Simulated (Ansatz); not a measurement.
# CdSe: Se → Ir

Take CdSe in the zinc blende structure (space group F-43m, No. 216; a = 6.196 Å) as the base.

Modification: every Se is replaced by Ir, then cell and atoms are relaxed.

Method: DFT with PBE, PAW potentials and a 420 eV plane-wave cutoff in Ansatz (a first-principles code), spin-orbit coupling left out. Settings: 13×13×13 k-points, 0.05 eV Fermi–Dirac smearing, for the changed cell.

```json
[
 {"quantity": "density", "base": "5.34 g/cm³", "changed": "9.14 g/cm³", "shift": "+3.80 g/cm³"},
 {"quantity": "space group", "base": "F-43m (No. 216)", "changed": "F-43m (No. 216)", "shift": "–"},
 {"quantity": "shortest interatomic distance", "base": "2.683 Å", "changed": "2.620 Å", "shift": "-0.0636 Å"},
 {"quantity": "band gap", "base": "0.49 eV", "changed": "zero", "shift": "–"}
]
```

Cost of the whole job for the changed cell (relaxation, final SCF and bands): about 70 core-seconds (a rough figure).

Stability against distortions was not tested. As relaxed here, CdIr is a hypothetical phase, not in the database extracts checked. The final runs are not spin-polarised. An odd electron count without spin: CdIr. CdIr has a high density of states at the Fermi level and may be magnetic at this level.
